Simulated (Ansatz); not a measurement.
# A computed series for Sn: response to strain

The reference is Sn in the diamond structure (space group Fd-3m, No. 227; a = 6.474 Å; relaxed with 0.1 eV smearing). Axes: x, y, z lie along the cube axes.

Strains are applied to the cell and any free atomic positions relax; under biaxial strain the out-of-plane vector relaxes too.

Level of theory: Ansatz (an electronic-structure program) LDA, without spin-orbit coupling.

```csv
"biaxial strain, plane normal [111], relaxed out of plane (%)",out-of-plane strain (%)
0,0.00
0.42,-0.26
0.83,-0.51
1.25,-0.78
1.67,-1.03
2.08,?
2.5,-1.55
```

Q: Fit ε⊥ = −νε + γε² (strains in %) to the rows shown and predict the withheld row.

A: Least squares on the printed values gives ν = 0.62 (the biaxial Poisson response) and γ = -0.001 (largest residual 0.01 %); this predicts -1.29 %, and the run gives -1.28 %, in agreement.

Stability against distortions was not tested.
